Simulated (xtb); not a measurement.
xtb 6.7.1, GFN1-xTB: Ga(Cl)(Et)(OEt) (CC[O][Ga]([Cl])[CH2]C), 17 atoms. The geometry is a generated start, not checked to be a minimum at this level.

```yaml
run_flags: --grad
method: GFN1-xTB
"--acc": 1 (default)
"--etemp (K)": 300 (default)
basis_functions: 60
valence_electrons: 42
```

```xyz
17

Ga     0.0962     1.0645    -0.1614
Cl     1.1758     2.8692     0.0533
C     -1.1154     0.3937    -1.6802
C     -1.3599     1.4648    -2.7331
H     -2.0457     0.0612    -1.2154
H     -0.6277    -0.4842    -2.1115
H     -0.4173     1.8297    -3.1434
H     -1.8929     2.3158    -2.3085
H     -1.9555     1.0600    -3.5523
O      0.1527    -0.1054     1.1256
C      0.7210    -0.6623     2.2907
C      1.3528    -2.0135     1.9836
H      1.4772     0.0131     2.7098
H     -0.0800    -0.7836     3.0297
H      2.1243    -1.8948     1.2254
H      1.7969    -2.4312     2.8835
H      0.5974    -2.6968     1.6043
```

One run each on 1 thread. Values of broydamp tried: 0.02, 0.05, 0.1, 0.2, 0.4 (default), 0.6, 0.8, 1.

Question: How does the count of SCC iterations change with broydamp, and where is it least?

Answer: Fewest SCC iterations, within one of each other: 0.4 (default) with 10, 0.6 with 10. The count rises to 18 at 0.02. All converge to one solution.

```
broydamp       SCC iterations            end
-------------  --------------  -------------
0.02                       18  same solution
0.05                       17  same solution
0.1                        14  same solution
0.2                        13  same solution
0.4 (default)              10  same solution
0.6                        10  same solution
0.8                        12  same solution
1                          13  same solution
```
